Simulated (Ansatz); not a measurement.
Start from ZrGe (space group Pnma, No. 62; a = 7.1024 Å, b = 3.9153 Å, c = 5.4094 Å; a cell from a computed database, its experimental status unchecked). Axes: x, y, z lie along a, b, c of the conventional cell.

Level of theory: r2SCAN (Ansatz, a first-principles code; PAW; 500 eV plane waves; spin-orbit coupling left out), earlier PAW set.

For the base:

```
Quantity           Result
---------------  --------
Volume per atom  18.80 Å³
Pressure          0.0 GPa
```

One thing is altered: compressive biaxial strain of 0.86 % in the plane normal to [001], as in epitaxy on a mismatched substrate; the out-of-plane cell vector and the atoms relax.

### Question
What happens to the volume per atom and pressure?

### Answer
The volume per atom shrinks by 0.236 Å³ to 18.57 Å³; the pressure (mean of the normal stresses, compression positive) goes from zero to 1.7 GPa.

Without a gap, meshes like the base's 7×12×9 leave anisotropic stresses uncertain by several tenths of a GPa, and small strain energies with them. No phonon test of stability was made. The final runs are not spin-polarised.
